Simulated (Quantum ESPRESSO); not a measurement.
# Several settings converged on MgB₂ (P6/mmm, 3 atoms in the cell)

```
CELL_PARAMETERS angstrom
      3.10545     0.00000     0.00000
     -1.55272     2.68940     0.00000
      0.00000     0.00000     3.53760
ATOMIC_POSITIONS crystal
  Mg 0.00000 0.00000 0.00000
  B  0.33333 0.66667 0.50000
  B  0.66667 0.33333 0.50000
```

Base method: PBEsol, PseudoDojo standard norm-conserving (PBESOL) pseudopotentials (plane waves; Quantum ESPRESSO 7.5).

Base settings: ecutwfc = 85 Ry; occupations = smearing; smearing = fd; degauss = 0.0073499 Ry; potentials = {Mg: Mg.upf, B: B.upf}; K_POINTS = automatic 8 8 7 0 0 0; conv_thr = 1e-11 Ry.

Core times come from one kind of shared machine, to one figure; runs under 30 s give none.

**Zone-centre phonons against the cutoff**

In this ladder: ph.x.tr2_ph = 1e-14; ph.x.fildyn = dyn.G; dynmat.x.fildyn = dyn.G; dynmat.x.asr = simple.

The mesh stays at the base's, so the ladder's end is converged at best in this setting alone.

Frequencies are those of the unrelaxed cell, without the LO-TO term of polar crystals.

Only quantities that move along the ladder and can be compared are tabulated.

| ecutwfc | highest zone-centre frequency (cm⁻¹) | lowest optical frequency (cm⁻¹) |
|---|---|---|
| 42 Ry | 667.8 | 297.9 |
| 51 Ry | 684.1 | 331.3 |
| 59 Ry | 679.2 | 321.2 |
| 72 Ry | 679.7 | 323.1 |
| 85 Ry | 679.5 | 322.4 |
| 102 Ry | 679.4 | 322.4 |
| 128 Ry | 679.5 | 322.3 |

Coarsest ecutwfc that holds the lowest optical frequency within 5 cm⁻¹ of the last step, with all finer ones: 59 Ry; the step before is off by 9.0 cm⁻¹.

Coarsest ecutwfc that holds the highest zone-centre frequency within 10 cm⁻¹ of the last step, with all finer ones: 51 Ry; the step before is off by 12 cm⁻¹.

**Zone-centre phonons against the mesh**

In this ladder: ph.x.tr2_ph = 1e-14; ph.x.fildyn = dyn.G; dynmat.x.fildyn = dyn.G; dynmat.x.asr = simple.

Frequencies are those of the unrelaxed cell, without the LO-TO term of polar crystals.

Only quantities that move along the ladder and can be compared are tabulated.

| K_POINTS | highest zone-centre frequency (cm⁻¹) | lowest optical frequency (cm⁻¹) | core time / last (rough) |
|---|---|---|---|
| automatic 3 3 3 0 0 0 | 711.7 | 322.7 | – |
| automatic 4 4 3 0 0 0 | 672.9 | 317.2 | 0.07 |
| automatic 5 5 4 0 0 0 | 738.8 | 323.1 | 0.1 |
| automatic 6 6 5 0 0 0 | 742.5 | 325.2 | 0.2 |
| automatic 8 8 6 0 0 0 | 677.4 | 322.3 | 0.3 |
| automatic 9 9 7 0 0 0 | 681.6 | 321.1 | 0.3 |
| automatic 12 12 9 0 0 0 | 676.9 | 323.1 | 0.8 |
| automatic 14 14 11 0 0 0 | 678.0 | 322.6 | 1 |

Coarsest K_POINTS that holds the lowest optical frequency within 2 cm⁻¹ of the last step, with all finer ones: automatic 8 8 6 0 0 0, at about 0.3 of the last step's time; the step before is off by 2.6 cm⁻¹.

Coarsest K_POINTS that holds the highest zone-centre frequency within 10 cm⁻¹ of the last step, with all finer ones: automatic 8 8 6 0 0 0, at about 0.3 of the last step's time; the step before is off by 65 cm⁻¹.

On the base run: the starting cell has typed, rounded lattice constants, without a prior relaxation at this level. Its lattice was rescaled by up to half a per cent. In the base run, with a pressure of about -5 GPa the cell is away from its equilibrium volume at this level.
